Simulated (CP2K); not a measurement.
Band structure of GaBi (F-43m, 2 atoms in the cell).

```xyz
2
Lattice="4.5010 0.0000 0.0000 2.2505 3.8980 0.0000 2.2505 1.2993 3.6750" Properties=species:S:1:pos:R:3 pbc="T T T"
Ga     2.2505     1.2993     0.9188
Bi     0.0000     0.0000     0.0000
```

Method: LDA (Pade form), GPW, DZVP-MOLOPT-SR-GTH basis, GTH-PADE potentials (GTH_POTENTIALS) run with CP2K.

Settings: CUTOFF = 600 Ry; REL_CUTOFF = 60 Ry; SMEAR/METHOD = GAUSSIAN; SIGMA = 0.2 eV; KPOINTS/SCHEME = MONKHORST-PACK 12 12 12; GAMMA_CENTERED = T; XC_FUNCTIONAL = PADE; Ga/BASIS_SET = DZVP-MOLOPT-SR-GTH-q13; Ga/POTENTIAL = GTH-PADE-q13; Bi/BASIS_SET = DZVP-MOLOPT-SR-GTH-q5; Bi/POTENTIAL = GTH-PADE-q5; METHOD = GPW; EPS_DEFAULT = 1e-10; EXTRAPOLATION = USE_GUESS.

The starting cell comes from a database of computed structures (which also holds hypothetical and non-ambient phases and stackings), without a prior relaxation at this level. Spin-orbit coupling is off. Values carry the incompleteness of an atom-centred basis.

Levels in eV from the Fermi level, bands 6 to 11:
```csv
point,6,7,8,9,10,11
Γ,-12.14,-1.75,0.11,0.11,0.11,2.90
X,-10.54,-6.58,-2.31,-2.31,0.96,1.18
W,-10.52,-6.47,-3.02,-2.79,3.45,3.90
K,-10.57,-6.45,-3.25,-1.95,1.33,3.76
L,-11.01,-6.23,-0.98,-0.98,-0.25,3.91
U,-10.57,-6.45,-3.25,-1.95,1.33,3.76
```

Bands cross the Fermi level along this path, so the cell is metallic at this level.

Higher empty bands are left out: an atom-centred basis made for the valence describes them poorly.
